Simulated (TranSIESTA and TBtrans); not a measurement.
junction of a Ge chain and a Sn chain

System: junction of a Ge chain and a Sn chain. Leads: Ge chain (spacing 2.4 Å) on the left, Sn chain (2.75 Å) on the right. Geometry: as built, not relaxed.

Method: TranSIESTA and TBtrans, PBE, DZP numerical orbitals (energy shift 0.15 eV), PseudoDojo norm-conserving scalar-relativistic potentials, mesh cutoff 200 Ry, 300 K, no spin polarisation, no spin-orbit coupling; self-consistent non-equilibrium Green functions.

- Conductance at 300 K (G0 = 2e²/h): 2.98
- Mean T from −0.5 to 0.5 eV: 2.98

Energies count from the leads' Fermi level. Transmissions are for one spin of a degenerate pair. The energy step is 0.02 eV; narrower resonances are cut or missed.

| E (eV) | T | lead channels |
|---|---|---|
| -2.00 | 0.97 | 1 |
| -1.90 | 0.97 | 1 |
| -1.80 | 0.98 | 1 |
| -1.70 | 0.98 | 1 |
| -1.60 | 0.98 | 1 |
| -1.50 | 0.98 | 1 |
| -1.40 | 0.98 | 1 |
| -1.30 | 0.99 | 1 |
| -1.20 | 0.99 | 1 |
| -1.10 | 0.99 | 1 |
| -1.00 | 0.99 | 1 |
| -0.90 | 0.99 | 1 |
| -0.80 | 1.97 | band edge |
| -0.70 | 2.79 | 3 |
| -0.60 | 2.91 | 3 |
| -0.50 | 2.95 | 3 |
| -0.40 | 2.96 | 3 |
| -0.30 | 2.97 | 3 |
| -0.20 | 2.98 | 3 |
| -0.10 | 2.98 | 3 |
| 0.00 | 2.98 | 3 |
| 0.10 | 2.99 | 3 |
| 0.20 | 2.99 | 3 |
| 0.30 | 2.99 | 3 |
| 0.40 | 2.99 | 3 |
| 0.50 | 2.99 | 3 |
| 0.60 | 2.99 | 3 |
| 0.70 | 2.99 | 3 |
| 0.80 | 2.99 | 3 |
| 0.90 | 2.99 | 3 |
| 1.00 | 2.99 | 3 |
| 1.10 | 2.99 | 3 |
| 1.20 | 2.99 | 3 |
| 1.30 | 2.99 | 3 |
| 1.40 | 2.99 | 3 |
| 1.50 | 2.99 | 3 |
| 1.60 | 2.99 | 3 |
| 1.70 | 2.99 | 3 |
| 1.80 | 2.99 | 3 |
| 1.90 | 2.99 | 3 |
| 2.00 | 2.99 | 3 |

The straight chain is held at its spacing; free chains may zigzag or dimerise. No spin-polarised start was tried, so a magnetic state, if there is one, is missed.
